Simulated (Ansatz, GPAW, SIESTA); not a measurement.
**One structure in several programs: Li3Ni (P1, 4 atoms in the cell)**

Self-consistent single point, at a second geometry (atoms moved at random). First geometry:

```
Li3Ni
1.0
   -1.90491     1.90491     3.78796
    1.90491    -1.90491     3.78796
    1.90491     1.90491    -3.78796
Li Ni
3 1
Direct
  0.75000   0.25000   0.50000
  0.25000   0.75000   0.50000
  0.50000   0.50000   0.00000
  0.00000   0.00000   0.00000
```

Second geometry:
```yaml
crystal:
  lattice:
    - [-1.90491, 1.90491, 3.78796]
    - [1.90491, -1.90491, 3.78796]
    - [1.90491, 1.90491, -3.78796]
  atoms:
    - { symbol: Li, position: [0.77881, 0.24189, 0.52357] }
    - { symbol: Li, position: [0.23438, 0.74396, 0.47582] }
    - { symbol: Li, position: [0.49044, 0.49024, 0.99631] }
    - { symbol: Ni, position: [0.99637, 0.02390, 0.00429] }
```

Shared settings, as Ansatz (an electronic-structure program) writes them: kpoints.mp_grid.grid = 12 12 12; scf.occupations.method = fermi_dirac; scf.occupations.width = 0.136 eV. Potentials and cutoffs stand in the table.

```
code                                                                                                                            model  ΔF from the first geometry (meV/atom)  pressure (GPa)  largest force (eV/Å)       cutoff
------  -----------------------------------------------------------------------------------------------------------------------------  -------------------------------------  --------------  --------------------  -----------
SIESTA  GGA PBEsol, numerical atomic orbitals TZP, PseudoDojo PBEsol standard norm-conserving potentials (rewritten from UPF to PSML)                                   17.3           -3.40                 0.563  grid 350 Ry
GPAW                                                                            PBEsol, GPAW PAW datasets PBEsol (made by gpaw-setup)                                   16.1           -0.48                 0.544       800 eV
Ansatz                                                                                                PBEsol, PAW files made with PBE                                   15.8           -0.54                 0.537      default
```

Size of the force on each atom (eV/Å): Sizes of forces hide their directions.

```json
[
 {"code": "SIESTA", "Li1": "0.563", "Li2": "0.379", "Li3": "0.251", "Ni4": "0.352"},
 {"code": "GPAW", "Li1": "0.544", "Li2": "0.362", "Li3": "0.213", "Ni4": "0.306"},
 {"code": "Ansatz", "Li1": "0.537", "Li2": "0.360", "Li3": "0.210", "Ni4": "0.299"}
]
```

On Ansatz's run: spin polarisation is off.

The spread over the programs that give each value: ΔF from the first geometry within 1.5 meV/atom; pressure within 2.92 GPa; largest force within 0.026 eV/Å.

SIESTA uses small atom-centred bases, whose incompleteness enters pressures, forces and empty levels differently from a plane-wave cutoff. Ansatz's pressure is given at a fixed set of plane waves, as the other plane-wave codes print theirs. In the pressure, SIESTA (by 2.90) lies more than 1 GPa from the median of the plane-wave programs.

The starting cell comes from a database of computed structures (which also holds hypothetical and non-ambient phases and stackings), without a prior relaxation at this level. For this run, on top of that: atoms moved at random.

Keys are those of Ansatz 0.2.
